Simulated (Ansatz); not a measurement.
BiCl3 (Pnma, No. 62; cell taken from a computed entry)

Level of theory: r²SCAN+rVV10 (Ansatz, a first-principles code, plane waves, PAW).

Run with plane-wave cutoff 500 eV, 6×6×6 k mesh, Fermi–Dirac smearing 0.05 eV, scalar-relativistic PAW data made under PBE.

Cell (relaxed at this level):

Space group Pnma (No. 62); a = 7.5240 Å, b = 8.8277 Å, c = 6.2566 Å, α = β = γ = 90.00°

| atom | site | symmetry | x | y | z |
|---|---|---|---|---|---|
| Bi | 4c | .m. | 0.4300 | 0.2500 | 0.4855 |
| Cl | 8d | 1 | 0.1757 | 0.0619 | 0.1431 |
| Cl | 4c | .m. | 0.0456 | 0.2500 | 0.6363 |

```yaml
band_gap: 3.72 eV (on the SCF k mesh)
```

Note: the relaxation could not lower the start's symmetry, so the cell can be a saddle point above a distorted one.

Spin–orbit coupling is not included; with these elements it can move the gap by several tenths of an eV or more.

The computed numbers hold no vibrational or temperature effects.
